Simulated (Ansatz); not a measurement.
GaN (P6_3mc), r2SCAN with spin-orbit coupling, rigid bands (Ansatz, a first-principles code): N_v = 9.16e19 cm⁻³ at 300 K and a hole conductivity mass of 1.45 mₑ along y (a = (3.18, 0.00, 0.00) Å; b = (-1.59, 2.76, 0.00) Å; c = (0.00, 0.00, 5.18) Å).

For 1e16 holes per cm³ at 300 K, place the Fermi level, estimate the Seebeck coefficient of a parabolic band with constant τ, and give mobility and conductivity for τ = 50 fs.

The level lies k_BT ln(N_v/p) = 0.236 eV above the valence-band maximum. S ≈ +(k_B/e)[ln(N_v/p) + 5/2] = 1002 μV/K, against 1017 μV/K from the full bands (mean over directions). μ = eτ/m = 60.6 cm²/(V·s) and σ = peμ = 0.0972 S/cm. τ is assumed, not computed.

Band transport and this doping are assumed; polarons and phonon drag are left out.
